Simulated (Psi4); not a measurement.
Psi4 1.11, unrestricted B3LYP/def2-svp: Cu(SH)(k2OAc) (CC1[O][Cu]([SH])<-[O]=1), charge 0, multiplicity 2, 10 atoms. The geometry is a generated start, not checked to be a minimum at this level.

```yaml
task: energy
method: b3lyp
basis: def2-svp
memory: 3 GB
maxiter: 100
keys_of_the_molecule_block: symmetry c1
scf_type: df (default)
e_convergence: 1e-06 (default)
d_convergence: 1e-06 (default)
dft_radial_points: 75 (default)
dft_spherical_points: 302 (default)
basis_functions: 125
grid_points: 215708
```

```xyz
10

Cu    -1.0826     1.3388    -0.0206
S     -2.3098     3.0287    -0.1142
H     -1.5148     3.8887     0.5028
C      1.0909    -1.7296    -0.0693
C      0.2415    -0.5072    -0.0340
O      0.4036     0.4399    -0.8501
O     -0.6865    -0.3548     0.8062
H      0.4754    -2.5765    -0.3679
H      1.9021    -1.5943    -0.7786
H      1.4802    -1.9336     0.9257
```

Charge 0 and multiplicity 2 are set for this test and not shown to be the ground state.

With the defaults (diis = true, scf_initial_accelerator = adiis, damping_percentage = 0, diis_max_vecs = 10, guess = auto, which took SAD, soscf = false, soscf_start_convergence = 0.01, diis_start = 1) it converges in 15 SCF iterations. One run each on 2 threads, with these changes:
- diis_max_vecs = 20
- diis = false, scf_initial_accelerator = none, damping_percentage = 60
- guess = core
- soscf = true, soscf_start_convergence = 0.001
- scf_initial_accelerator = ediis
- guess = gwh
- soscf = true
- diis_start = 4
- scf_initial_accelerator = none

Q: Name the settings that don't reach the solution of the defaults.

A: No convergence: diis = false, scf_initial_accelerator = none, damping_percentage = 60 (the run ends without SCF convergence in 100 iterations). The rest reach the solution of the defaults.

| setting | SCF iterations | JK calls | end |
|---|---|---|---|
| soscf = true, soscf_start_convergence = 0.001 | 12 | 33 | same solution |
| the defaults | 15 | 16 | same solution |
| scf_initial_accelerator = ediis | 15 | 16 | same solution |
| diis_max_vecs = 20 | 16 | 17 | same solution |
| scf_initial_accelerator = none | 17 | 18 | same solution |
| soscf = true | 20 | 81 | same solution |
| guess = core | 21 | 21 | same solution |
| guess = gwh | 22 | 22 | same solution |
| diis_start = 4 | 28 | 29 | same solution |
| diis = false, scf_initial_accelerator = none, damping_percentage = 60 | 100 | 101 | no convergence |

An SOSCF iteration holds several JK calls; a Hückel guess adds calls on atoms. 1 further run of the study ended by our limits or in an error and is left out.
